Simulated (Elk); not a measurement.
Input and output of a self-consistent single point for Y2Ni2Sn (P1, 5 atoms in the cell) (Elk).

Level of theory: PBEsol, all-electron FP-LAPW, Elk's shipped species files, default APW+lo basis in Elk 10.2.4.

The change in words: atoms moved at random. Reference geometry:
```
Y2Ni2Sn
1.0
   -2.13574     2.79784     4.14642
    2.13574    -2.79784     4.14642
    2.13574     2.79784    -4.14642
Y Ni Sn
2 2 1
Direct
  0.70322   0.20322   0.50000
  0.29678   0.79678   0.50000
  0.71180   0.50000   0.21180
  0.28820   0.50000   0.78820
  0.00000   0.00000   0.00000
```

Reference input (self-consistent single point, DFT, PBEsol, all-electron FP-LAPW, Elk's shipped species files, default APW+lo basis): xctype = 22; swidth = 0.00499791 Ha; ngridk = 5 5 5; maxscl = 100. This run's input differs from it in these lines:

```diff
@@ -24,11 +24,11 @@
   2
-  0.7032200000  0.2032200000  0.5000000000    0.0 0.0 0.0
-  0.2967800000  0.7967800000  0.5000000000    0.0 0.0 0.0
+  0.6969470000  0.2153250000  0.5026030000    0.0 0.0 0.0
+  0.3061110000  0.8022480000  0.5080060000    0.0 0.0 0.0
   'Ni.in'
   2
-  0.7118000000  0.5000000000  0.2118000000    0.0 0.0 0.0
-  0.2882000000  0.5000000000  0.7882000000    0.0 0.0 0.0
+  0.6971610000  0.4906980000  0.2029590000    0.0 0.0 0.0
+  0.2958480000  0.4918230000  0.7869990000    0.0 0.0 0.0
   'Sn.in'
   1
-  0.0000000000  0.0000000000  0.0000000000    0.0 0.0 0.0
+  0.0039330000  -0.0000940000  -0.0005670000    0.0 0.0 0.0
```

Log, with long lists cut:

```
│ Self-consistent loop started │
│ Loop number : 1 │
 total energy                :     -16022.5999340
│ Loop number : 2 │
 total energy                :     -16020.5383751
RMS change in Kohn-Sham potential (target) :   0.5468598280     (  0.1000000000E-05)
Absolute change in total energy (target)   :    2.061558884     (  0.1000000000E-03)
│ Loop number : 3 │
 total energy                :     -16011.6223254
RMS change in Kohn-Sham potential (target) :   0.3903805313     (  0.1000000000E-05)
Absolute change in total energy (target)   :    9.431439473     (  0.1000000000E-03)
│ Loop number : 4 │
   [... lines left out ...]
Absolute change in total energy (target)   :   0.1944835512E-03 (  0.1000000000E-03)
│ Loop number : 18 │
 total energy                :     -15983.1949903
RMS change in Kohn-Sham potential (target) :   0.1176326908E-05 (  0.1000000000E-05)
Absolute change in total energy (target)   :   0.4068720591E-04 (  0.1000000000E-03)
│ Loop number : 19 │
 total energy                :     -15983.1949453
RMS change in Kohn-Sham potential (target) :   0.6294241228E-06 (  0.1000000000E-05)
Absolute change in total energy (target)   :   0.3489332084E-04 (  0.1000000000E-03)
Convergence targets achieved

│ Loop number : 20 │

Energies :
 Fermi                       :     0.291364326527
 total energy                :     -15983.1949089

Density of states at Fermi energy :    96.53343707
 (states/Hartree/unit cell)

Estimated indirect band gap :   0.4874585356E-03
 from k-point     72 to k-point     43
Estimated direct band gap   :   0.1485435582E-01
 at k-point     22

Charges :
 core                        :    110.0000000
 valence                     :    74.00000000
 interstitial                :    8.607143117
 muffin-tins (core leakage)
  species :    1 (Y)
   atom    1                 :    36.83904565     (  0.9040250564E-05)
   atom    2                 :    36.84531285     (  0.9046507504E-05)
  species :    2 (Ni)
   atom    1                 :    26.68465359     (  0.1138973969E-02)
   atom    2                 :    26.68538275     (  0.1138879622E-02)
  species :    3 (Sn)
   atom    1                 :    48.33846205     (  0.6818124873E-04)
 total in muffin-tins        :    175.3928569
 total calculated charge     :    183.9982829
 total charge                :    184.0000000
 error                       :   0.1717101581E-02

│ Self-consistent loop stopped │
```

The run converged in 20 iterations. The count includes the last loop, which Elk runs after its targets are met. 

The starting cell comes from a database of computed structures (which also holds hypothetical and non-ambient phases and stackings), without a prior relaxation at this level. For this run, on top of that: atoms moved at random. Spin polarisation is off. Values depend on the basis (sphere radii, cutoffs, local orbitals), which need not be converged. The log's line on a gap gives a spacing of levels on this mesh, which the program prints for metals too.

Cost on one core of a shared machine: roughly 3 min.
